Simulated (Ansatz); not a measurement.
Worked example: self-consistent single point of CuTe (P6_3mc, 4 atoms in the cell) in Ansatz (a quantum-chemistry and plane-wave program).

Level of theory: PBE (plane waves, PAW; Ansatz).

```
CuTe
1.0
    4.08382     0.00000     0.00000
   -2.04191     3.53669     0.00000
    0.00000     0.00000     6.68836
Cu Te
2 2
Direct
  0.66667   0.33333   0.00000
  0.33333   0.66667   0.50000
  0.66667   0.33333   0.62520
  0.33333   0.66667   0.12520
```

Reference input (self-consistent single point, DFT, PBE, plane waves, default PAW files): kpoints.mp_grid.grid = 5 5 3; hamiltonian.xc = pbe; hamiltonian.pseudopotentials = {kind: paw} (the program's default PAW files); scf.occupations.method = cold; scf.occupations.width = 0.272 eV. This run's input differs from it in these lines:

Ansatz 0.2 input:
```diff
@@ -11,3 +11,3 @@
 kpoints:
-  mp_grid: { grid: [5, 5, 3] }
+  mp_grid: { grid: [15, 15, 8] }
 hamiltonian:
```

Output (repeated stretches shortened):

```
SCF iter   1: F=—  HF=-27210.172564 eV  |F-HF|=—  |Δ(HF+E_count)|=         —  Δρ=1.25e-3  dr2=1.27e-3  ethr=1.77e-3  ⟨swp⟩=6.5  Hψ=22779  notcnv=0
all-band conjugate gradients solve this SCF's bands
preconditioner: auto → LDOS
SCF iter   2: F=—  HF=-27210.172931 eV  |F-HF|=—  |Δ(HF+E_count)|=   3.67e-4  S|Δr|=    0.00e0  Δρ=5.30e-4  dr2=2.38e-4  ethr=1.81e-6  ⟨swp⟩=3.1  Hψ=11944  notcnv=0
   [... lines left out ...]
SCF iter   6: F=—  HF=-27210.172900 eV  |F-HF|=—  |Δ(HF+E_count)|=   1.13e-6  S|Δr|=    0.00e0  Δρ=4.08e-5  dr2=8.75e-7  ethr=7.44e-9  ⟨swp⟩=2.3  Hψ=8489  notcnv=0
SCF iter   7: F=—  HF=-27210.172899 eV  |F-HF|=—  |Δ(HF+E_count)|=   1.52e-7  S|Δr|=    0.00e0  Δρ=1.43e-5  dr2=1.18e-7  ethr=1.25e-9  ⟨swp⟩=2.0  Hψ=6466  notcnv=0
SCF iter   8: F=-27210.172899 eV  HF=-27210.172899 eV  |F-HF|=1.57e-8  |Δ(HF+E_count)|=   1.63e-8  S|Δr|=    0.00e0  Δρ=3.97e-6  dr2=1.36e-8  ethr=1.43e-10  ⟨swp⟩=8.9  Hψ=22206  notcnv=0
SCF 1 converged in 8 iterations: F = -27210.172899 eV  dr2 = 1.36e-8
Stability not checked (fill_not_monotonic)
Free energy (F): -27210.172899 eV
Internal energy: -27210.186759 eV  (E = F + TS)
E sigma→0 (E₀):  -27210.177519 eV
Entropy (-TS):   0.013860 eV (3.465 meV/atom)
Fermi energy:    9.423515 eV
--- Forces (eV/Å), atoms counted from 1 ---
  atom   1  Cu    -0.00000000     0.00000000    -0.13800918
  atom   2  Cu     0.00000000    -0.00000000    -0.13800918
  atom   3  Te    -0.00000000     0.00000000     0.13801037
  atom   4  Te    -0.00000000    -0.00000000     0.13801037
--- Stress (GPa, compression-positive) ---
        3.612178      -0.000000      -0.000000
       -0.000000       3.612178      -0.000000
       -0.000000      -0.000000       5.115503
  P = ⅓ Tr σ = 4.1133 GPa (41.133 kbar)
  The stress holds the Pulay correction. Without it, at fixed plane waves, as pw.x and ABINIT print it: P = 4.0695 GPa
```

The run converged in 8 iterations. Against the reference run the free energy drops by 4.2 meV/atom, the pressure goes from 4.39 to 4.11 GPa and the largest force goes from 0.104 to 0.138 eV/Å.

The starting cell was generated: these elements placed on a structure prototype, without a prior relaxation; it need not be a known phase or ordering of this composition. Spin-orbit coupling is off. Spin polarisation is off. With a pressure of about 4 GPa the cell is away from its equilibrium volume at this level. Ansatz's pressure includes its estimate of the finite-basis (Pulay) stress. The run gives no clean gap (levels at the Fermi energy touch, overlap or are partly filled at this smearing), which alone does not show that the compound is a metal.

Cost on one core of a shared machine: roughly 40 s.
